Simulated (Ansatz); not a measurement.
The starting structures come from a database of crystals and need not be the phases stable at ambient conditions.

**Evanescent states of BaTe2 (I4/mcm, not sure to be the ambient phase, 6 atoms a cell, 40.0 Å³ an atom) along the normal of (110)**

The numbers are results of r2SCAN (plane waves, PAW; Ansatz, a quantum-chemistry and plane-wave program), not measurements.

The gap is the functional's own, uncorrected, and κ follows it; spin-orbit coupling is left out. Mid-gap values are interpolated between the computed energies.

Energies count from the valence-band top; κ is the least over a 6×6 mesh across the current.

```tsv
E (eV)	κ (1/Å)	where
0.03	0.048	off Γ
0.09	0.082	off Γ
0.15	0.105	off Γ
0.21	0.123	off Γ
0.27	0.124	Γ
0.33	0.118	Γ
0.39	0.112	Γ
0.45	0.105	Γ
0.51	0.096	Γ
0.57	0.086	Γ
0.63	0.073	Γ
0.69	0.055	Γ
0.75	0.023	Γ
```

### Question
How thick must the barrier be to attenuate the transmission by 10^8 when the electrodes' Fermi level lies at 0.03 eV, and what attenuation does that film give at 0.57 eV?

### Answer
d = 8 ln 10 / (2 × 0.048) = 191.9 Å. At 0.57 eV it gives 8 × 0.086/0.048 = 14.3 decades.
